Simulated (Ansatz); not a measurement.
Input:

```
CELL_PARAMETERS angstrom
      0.00000     2.09424     2.09424
      2.09424     0.00000     2.09424
      2.09424     2.09424     0.00000
ATOMIC_POSITIONS crystal
  Mg 0.00000 0.00000 0.00000
  O  0.50000 0.50000 0.50000
```

Method: r2SCAN, rigid bands (plane waves, PAW, scalar-relativistic; Ansatz, a first-principles code). Condition of this run: hydrostatic pressure of 3 GPa (compression positive) (the target of the relaxation). How the cell was made: cell and atoms relaxed with PBEsol, then loaded as said.

Q: What conductivity effective mass do dilute holes have at 300 K?

A: 2.3 mₑ.

Q: Predict the electron conductivity mass (n e² τ/σ) at 300 K, by direction if it differs.

A: 0.38 mₑ.

Q: And the band gap?

A: 5.80 eV at this level; semilocal functionals usually fall short of the measured gap.

Rigid bands, one relaxation time for all states, no polarons. Spin-orbit coupling is left out. Geometry: cell and atoms relaxed with PBEsol.
